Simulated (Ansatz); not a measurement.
Base system: CaC2 (space group C2/m, No. 12; a = 7.068 Å, b = 3.777 Å, c = 7.347 Å, α = 90.00°, β = 106.88°, γ = 90.00°; a cell from a computed database, its experimental status unchecked).

Modification: an isotropic linear strain of +4.46 %; the atoms relax in the strained cell.

Levels (all Ansatz, a quantum-chemistry and plane-wave program, PAW): PBEsol (420 eV, no spin-orbit coupling); r2SCAN (500 eV, no spin-orbit coupling); HSE06 (420 eV, no spin-orbit coupling).

One geometry, relaxed with PBEsol, under each level:

| level | band gap | lowest conduction level above the VBM at special points | pressure |
|---|---|---|---|
| PBEsol | 2.42 eV | L₂ 2.42 eV; Γ 3.24 eV; V₂ 3.29 eV; D 3.63 eV | -5.90 GPa |
| r2SCAN | 2.89 eV | L₂ 2.89 eV; Γ 3.71 eV; V₂ 3.77 eV; D 4.12 eV | -5.43 GPa |
| HSE06 | 3.77 eV | L₂ 3.77 eV; Γ 4.69 eV; V₂ 4.69 eV | – |

Single points use the geometry relaxed with PBEsol. Their cutoffs differ, which shifts pressures a little. The hybrid gap comes from the SCF mesh plus the semilocal run's edge points and a few special points and is an upper bound. No phonon test of stability was made.
